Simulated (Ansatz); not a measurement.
## CdS: pressure series

Base system: CdS in the wurtzite structure (space group P6_3mc, No. 186; a = 4.074 Å, c = 6.637 Å).

Cell and atoms are relaxed at each pressure.

Computed with LDA in Ansatz (plane waves to 420 eV, PAW, spin-orbit coupling left out).

```tsv
pressure (GPa)	band gap (eV)
-2	0.96
-1	?
0	1.03
0.9	1.06
2.1	1.09
4.5	1.15
9	1.24
15	1.31
```

Q: Fit E_g = E₀ + αP + βP² to the rows shown and predict the withheld row.

A: Least squares on the printed values gives E₀ = 1.03 eV, α = 31.1 meV/GPa, β = -0.82 meV/GPa² (largest residual 0.00 eV); this predicts 1.00 eV, and the run gives 0.99 eV, in agreement.

Load acts through the strain it causes; cell and atoms are relaxed under it. Whether these cells are dynamically stable was not tested. Measured, CdS leaves this structure (for rock salt) near 2.54 GPa (temperature not stated; as listed in Datta, Sujoy, Jana, Debnarayan, arXiv (2020)), on rising pressure, with hysteresis.

Ansatz is a program for electronic structure.
